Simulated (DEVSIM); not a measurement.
System: Ru/AlN/p-Ge capacitor, at 400 K.

```csv
layer (left to right),material,thickness (nm),Na (cm⁻³)
1,AlN,26.0,-
2,Ge,1500,1.6e17
```

Metal gate on the left, work function 4.7 eV. Fixed charge at the semiconductor interface 7.4e11 cm⁻² (in units of +e); interface traps 5.8e11 cm⁻² eV⁻¹, uniform in energy, neutral level at 0.5 of the gap above the valence band.

The device is made up for the run: typed textbook-type constants, with dimensions and the other settings drawn at random. Values at 300 K; Nc and Nv go as T^1.5, mobilities as T to minus their exponent, the gap by Varshni's rule with the affinity fixed.

| parameter | AlN | Ge |
|---|---|---|
| gap (eV) | 6.1 | 0.664 |
| affinity (eV) | 1.9 | 4 |
| permittivity | 8.5 | 16 |
| Nc (cm⁻³) | - | 1.04e19 |
| Nv (cm⁻³) | - | 6e18 |
| Varshni α (eV/K) | - | 0.000477 |
| Varshni β (K) | - | 235 |

Simulated with DEVSIM: 1D Poisson equation in equilibrium, Boltzmann statistics, complete ionisation; no quantum confinement or tunnelling. Metal contacts follow the ideal Schottky-Mott rule: no Fermi-level pinning, no interface dipoles.

The fixed charge was swept, all else fixed.

```tsv
fixed charge (cm^-2)	flat-band voltage (V)	threshold voltage (band bending 2φF) (V)
-1.6e11	0.25	1.21
2.9e11	0.00	0.96
7.4e11	-0.25	0.71
1.19e12	-0.50	?
1.64e12	-0.75	0.21
```

### Question
Some entries are withheld; supply them.

### Answer

- 1.19e12, threshold voltage (band bending 2φF) (V): 0.46
